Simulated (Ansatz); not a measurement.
# Quick settings and what they miss: Sb₂AsS₂ (C2/m, 10 atoms in the cell)

Self-consistent single point.

```yaml
crystal:
  lattice:
    - [5.45316, -1.98230, 0.00000]
    - [5.45316, 1.98230, 0.00000]
    - [-5.08498, 0.00000, 11.36175]
  atoms:
    - { symbol: Sb, position: [0.28340, 0.28340, 0.32794] }
    - { symbol: Sb, position: [0.71660, 0.71660, 0.67206] }
    - { symbol: Sb, position: [0.90908, 0.90908, 0.09837] }
    - { symbol: Sb, position: [0.09092, 0.09092, 0.90163] }
    - { symbol: As, position: [0.11701, 0.11701, 0.51189] }
    - { symbol: As, position: [0.88299, 0.88299, 0.48811] }
    - { symbol: S, position: [0.67707, 0.67707, 0.07742] }
    - { symbol: S, position: [0.32293, 0.32293, 0.92258] }
    - { symbol: S, position: [0.52980, 0.52980, 0.73890] }
    - { symbol: S, position: [0.47020, 0.47020, 0.26110] }
```

Computed with PBEsol, default PAW files made with PBE (plane waves; Ansatz, a quantum-chemistry and plane-wave program).

Base settings: basis.ecutwfc = 420 eV; kpoints.mp_grid.grid = 5 5 2; kpoints.mp_grid.shift = 0.5 0.5 0.5; hamiltonian.xc = pbesol; hamiltonian.pseudopotentials = {kind: paw} (the program's default PAW files); scf.occupations.method = fixed.

Tight run (finer mesh or higher cutoff; not a proven limit): basis.ecutwfc: 420 eV → 590 eV; kpoints.mp_grid.grid: 5 5 2 → 7 7 3; scf.convergence.dr2_threshold: default (1e-07 eV) → 1e-09 eV. It gave top of the valence band (on the code's own zero) 8.38 eV; gap on the k-point mesh 0.18 eV; pressure -0.89 GPa; largest force (vector length) 0.205 eV/Å.

Quick runs, as changes from the base:
- A: the base itself
- B: basis.ecutwfc: 420 eV → 295 eV; kpoints.mp_grid.grid: 5 5 2 → 4 4 4
- C: basis.ecutwfc: 420 eV → 250 eV; kpoints.mp_grid.grid: 5 5 2 → 1 1 1; hamiltonian.xc: pbesol → lda; scf.occupations.method: fixed → fermi_dirac; scf.occupations.width: default → 0.136 eV [LDA (PW92)]
- D: basis.ecutwfc: 420 eV → 335 eV; kpoints.mp_grid.grid: 5 5 2 → 2 2 2; hamiltonian.xc: pbesol → lda [LDA (PW92)]

Energies are extrapolated to zero smearing width, which holds to low order in the width alone.

Dashes: energy of C, D, another energy zero; gap of C, left out as unsure on this mesh or at this smearing.

Gaps are read on each run's own mesh, which may miss the band edges.

† marks runs with another functional, U, potentials or spin treatment: their distance from the tight run is not a convergence error alone.

The count of work is k-points × plane waves × bands × iterations; it is no time. 

Pressures in the table are Ansatz's without its Pulay estimate, at a fixed set of plane waves; the tight run's value above holds the estimate.

The starting cell comes from a database of computed structures (which also holds hypothetical and non-ambient phases and stackings), without a prior relaxation at this level. Its lattice was rescaled by a random factor within 2.5 % of one. Spin-orbit coupling is off. The shifted mesh does not hold Γ, so a gap read on it misses any band edge there.

```tsv
run	energy less tight (meV/atom)	pressure less tight (GPa)	largest miss in a force vector (eV/Å)	gap on the mesh less tight (eV)	count of work / tight
A	2.0	-0.01	0.013	0.195	0.16
B	73.6	-4.57	0.043	0.287	0.13
C†	–	-17.53	1.639	–	0.0051
D†	–	-1.63	0.198	0.945	0.023
```

Among the runs at the tight run's level, the energy misses run from 2.0 to 73.6 meV/atom.

Left out of this page: 2 runs of the series outside the window shown, repeating another row's setting, or not comparable.

Keys are those of Ansatz 0.2.
